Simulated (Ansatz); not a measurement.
## Response to strain in Rh

Consider Rh in the fcc (Cu type) structure (space group Fm-3m, No. 225; a = 3.8015 Å; relaxed with 0.1 eV smearing). Axes: x, y, z lie along the cube axes.

Strains are applied to the cell and any free atomic positions relax; under biaxial strain the out-of-plane vector relaxes too.

Computed with DFT with r2SCAN, PAW potentials and a 500 eV plane-wave cutoff in Ansatz (a quantum-chemistry and plane-wave program), scalar-relativistic without spin-orbit coupling.

Notes on the quantities. energy relative to the base: free energy F; pressure: mean of the normal stresses, compression positive.

```csv
change,out-of-plane strain,energy relative to the base,pressure
base,–,0 meV/atom,0.0 GPa
"biaxial strain +0.42 %, plane normal [111], relaxed out of plane",-0.23 %,+0.9 meV/atom,-1.7 GPa
"biaxial strain +0.83 %, plane normal [111], relaxed out of plane",-0.46 %,+3.5 meV/atom,-3.2 GPa
"biaxial strain +1.25 %, plane normal [111], relaxed out of plane",-0.69 %,+7.7 meV/atom,-4.7 GPa
"biaxial strain +1.67 %, plane normal [111], relaxed out of plane",-0.91 %,+14 meV/atom,-6.1 GPa
"biaxial strain +2.08 %, plane normal [111], relaxed out of plane",-1.13 %,+21 meV/atom,-7.4 GPa
"biaxial strain +2.50 %, plane normal [111], relaxed out of plane",-1.36 %,+29 meV/atom,-8.6 GPa
```

Stability against distortions was not tested. All final runs are without spin polarisation. Rh lies near a magnetic instability that expansion can trigger; it was not tested.
